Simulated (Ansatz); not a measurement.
KI in the zinc blende structure (space group F-43m, No. 216; a hypothetical phase, not in the database extracts checked)

Space group F-43m (No. 216); a = 7.9910 Å, b = 7.9910 Å, c = 7.9910 Å, α = 90.00°, β = 90.00°, γ = 90.00°

```json
[
 {"atom": "I", "site": "4c", "symmetry": "-43m", "x": "0.2500", "y": "0.2500", "z": "0.2500"},
 {"atom": "K", "site": "4a", "symmetry": "-43m", "x": "0.0000", "y": "0.0000", "z": "0.0000"}
]
```
(The calculation used a cell of 2 atoms; values per cell refer to that cell.)

Calculations: PBE (Ansatz, an electronic-structure program), no spin-orbit coupling. k-mesh 7×7×7 (Γ-centred); smearing 0.05 eV (Fermi–Dirac).

| Property | Value |
|---|---|
| Volume per atom | 63.78 Å³ |
| Density | 2.16 g/cm³ |
| Band gap | 3.90 eV, direct at Γ |
| Electron mass | 0.46 mₑ |
| Lowest conduction-band minima above the VBM | Γ 3.90 eV; X along ⟨100⟩ 5.28 eV |
| Total energy | -4526.760 eV/atom (σ→0; compares only within this code and set-up) |

Spin-orbit coupling, missing from the scalar runs, can matter with I. Masses are band curvatures over ±0.01 Å⁻¹ around the edge. No phonon test of stability was made.
